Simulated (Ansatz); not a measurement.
# Effective masses and thermopower of YN (Fm-3m)

```yaml
crystal:
  lattice:
    - [0.00000, 2.42815, 2.42815]
    - [2.42815, 0.00000, 2.42815]
    - [2.42815, 2.42815, 0.00000]
  atoms:
    - { symbol: Y, position: [0.00000, 0.00000, 0.00000] }
    - { symbol: N, position: [0.50000, 0.50000, 0.50000] }
```

Calculation: HSE06 with spin-orbit coupling, rigid bands (plane waves, PAW; Ansatz, a quantum-chemistry and plane-wave program). Cell: cell and atoms relaxed with PBEsol.

| Item | Value |
|---|---|
| band gap | 1.03 eV |
| electron conductivity mass (300 K, dilute) | 0.24 mₑ |
| hole conductivity mass (300 K, dilute) | 0.55 mₑ |
| effective density of states N_c (300 K) | 1.3e19 cm⁻³ |
| effective density of states N_v (300 K) | 2.1e19 cm⁻³ |
| density-of-states mass, electrons | 0.66 mₑ |
| density-of-states mass, holes | 0.89 mₑ |
| Seebeck coefficient, n-type 1e19 cm⁻³, 300 K | -245 μV/K |
| best n-type power factor at 300 K for τ = 10 fs (best axis; densities from 1e16 to 1e21 cm⁻³ tried, whether or not they can be reached) | 9.1 μW/(cm·K²) at 3e19 cm⁻³ |
| Seebeck coefficient, p-type 1e19 cm⁻³, 300 K | 298 μV/K |
| best p-type power factor at 300 K for τ = 10 fs (best axis; densities from 1e16 to 1e21 cm⁻³ tried, whether or not they can be reached) | 10.6 μW/(cm·K²) at 3e20 cm⁻³ |

Rigid bands; masses and Seebeck coefficients take one relaxation time τ for all states and one kind of carrier; polarons and phonon drag are left out. Geometry: cell and atoms relaxed with PBEsol.
